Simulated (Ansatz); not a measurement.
## Nb on the Si site (Nb_Si) (alpha quartz host)

Method: PBE, PAW (plane waves to 420 eV; Ansatz, an electronic-structure program). A 2×2×2 supercell of 72 sites was used; the energies come from a 2×2×2 Γ-centred sampling of its zone. Site at the start: the Si site. Finite-size correction: monopole term and site-potential alignment. Dielectric constants: PBE linear response of the host. Host gap at this level: 5.68 eV. These values are not converged in cell size to better than tenths of an eV. PBE underestimates the host's gap, which shifts levels and can delocalise carriers. Spin–orbit coupling is left out. Each state is the lowest found from its start.

Formation energies E_f are given with the Fermi level at the valence-band maximum. Chemical conditions: O-rich (Δμ(Si) = -8.33 eV, Δμ(Nb) = -9.27 eV, bounded by Nb2O5 (C2/c); only phases computed here count, gases as isolated molecules at 0 K); Si-rich (Δμ(Si) = 0.00 eV, Δμ(Nb) = -1.10 eV, bounded by Nb5Si3 (I4/mcm); only phases computed here count, gases as isolated molecules at 0 K). Reference phases: Nb: bcc Nb, Si: silicon.

In at least one state atoms left their starting sites on relaxation (a large move, or an atom on the emptied site), so the name describes the start.

```csv
charge,moment (μB),point group,largest move off a lattice site (Å),image correction with alignment (eV),"E_f, O-rich (eV)","E_f, Si-rich (eV)",above the lowest spin state (eV)
+2*,1.0,–,0.30,–,–,–,0.00
+1,not spin-polarised,C2,0.29,0.63,-0.24,-0.07,0.00
0,1.0,C2,0.50,0.00,3.62,3.79,0.00
−1,not spin-polarised,C1,1.77,0.04,8.60,8.76,0.00
−1,2.0,C2,0.56,0.17,9.05,9.21,0.45
```

* At this level the carrier isn't localised at the defect: at charge +2 holes occupy the valence band. Such a state is shallow or no state of the defect, and this cell gives it no level.

Point groups are those of the whole cell at tolerances of 0.03 and 0.1 Å ("near" where only the looser one holds); none is given for unsettled states.

Transition levels above the valence-band maximum: ε(+1/0) = 3.86 eV; ε(0/−1) = 4.98 eV. On the lower envelope of the bound states, inside the gap: (+1/0) at 3.86 eV; (0/−1) at 4.98 eV.

Flagged in the runs: a doubtful potential alignment, a host whose relaxation on this sampling wasn't shown to rest, a strain field that reaches the edge of the cell.

All states together cost around 4 core-hours (rough).
